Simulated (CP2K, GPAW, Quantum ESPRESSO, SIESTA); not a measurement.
# RuAl (Pm-3m, 2 atoms in the cell) computed with different codes at matched settings

Self-consistent single point.

```
CELL_PARAMETERS angstrom
      2.99150     0.00000     0.00000
      0.00000     2.99150     0.00000
      0.00000     0.00000     2.99150
ATOMIC_POSITIONS crystal
  Al 0.50000 0.50000 0.50000
  Ru 0.00000 0.00000 0.00000
```

Shared settings, as Quantum ESPRESSO writes them: occupations = smearing; smearing = gauss; degauss = 0.019992 Ry; K_POINTS = automatic 9 9 9 0 0 0. Potentials and cutoffs stand in the table.

```json
[
 {"code": "CP2K", "model": "LDA (Pade form), GPW, DZVP-MOLOPT-SR-GTH basis, GTH-PADE potentials (GTH_POTENTIALS)", "pressure (GPa)": "-19.16", "cutoff": "grid 500 Ry"},
 {"code": "GPAW", "model": "LDA (Perdew-Wang 92), GPAW PAW datasets LDA (gpaw-data 1.0.1)", "pressure (GPa)": "-7.52", "cutoff": "550 eV"},
 {"code": "Quantum ESPRESSO", "model": "LDA (PZ), GBRV 1.5 ultrasoft (LDA) pseudopotentials", "pressure (GPa)": "-7.80", "cutoff": "40 Ry"},
 {"code": "SIESTA", "model": "LDA PW92, numerical atomic orbitals TZP, PseudoDojo LDA standard norm-conserving potentials (rewritten from UPF to PSML)", "pressure (GPa)": "-9.64", "cutoff": "grid 300 Ry"}
]
```

On CP2K's run: spin polarisation is off.

The spread over the programs that give each value: pressure within 11.64 GPa.

CP2K and SIESTA use small atom-centred bases, whose incompleteness enters pressures, forces and empty levels differently from a plane-wave cutoff. The same LDA comes in different parametrisations, which differ slightly. In the pressure, CP2K (by 11.50) and SIESTA (by 1.98) lie more than 1 GPa from the median of the plane-wave programs.

The starting cell has typed, rounded lattice constants, without a prior relaxation at this level. Its lattice was rescaled by a random factor within 2.5 % of one.

Left out of this page: ABINIT (with a known weakness of the program); Elk and FLEUR (not drawn, or without a comparable value).
